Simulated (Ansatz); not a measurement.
Take HfO2 (space group Pca2_1, No. 29; a = 5.294 Å, b = 5.070 Å, c = 5.102 Å) as the base. Axes: x, y, z lie along a, b, c of the conventional cell.

(Cell as relaxed with PBE.)

Levels (all Ansatz, a first-principles code, PAW, earlier PAW set): PBE (420 eV, scalar-relativistic without spin-orbit coupling); r2SCAN (500 eV, without spin-orbit coupling).

Each level relaxes its own structure.

| base | PBE | r2SCAN |
|---|---|---|
| volume per atom | 11.41 Å³ | 11.13 Å³ |
| band gap | 4.39 eV | 4.97 eV |

One thing is altered: biaxial strain −2.03 %, plane normal [001], relaxed out of plane (Cartesian); in-plane vectors clamped, the third vector and the atoms free.

| quantity | PBE | r2SCAN |
|---|---|---|
| energy relative to the base (free energy F) | +13 meV/atom | (withheld) |
| out-of-plane strain | +1.28 % | (withheld) |
| shortest interatomic distance | 202.7 pm | (withheld) |
| mean in-plane stress (compression positive) | +9.5 GPa | (withheld) |

Task: What does r2SCAN give?

Result: 
- energy relative to the base (free energy F), r2SCAN: +14 meV/atom
- out-of-plane strain, r2SCAN: +1.32 %
- shortest interatomic distance, r2SCAN: 201.2 pm
- mean in-plane stress (compression positive), r2SCAN: +10.6 GPa

PBE's energy relative to the base lies 1.3 meV/atom below r2SCAN's; PBE's out-of-plane strain lies 0.04 % below r2SCAN's; PBE's shortest interatomic distance lies 1.5 pm above r2SCAN's (0.7 %); PBE's in-plane stress lies 1.1 GPa below r2SCAN's. Neither level is exact; r2SCAN is the comparison here, not a measurement.

Spin-orbit coupling, missing from the scalar runs, can matter with Hf. Stability against distortions was not tested. This is not the structure that HfO2 has at room temperature and ambient pressure.
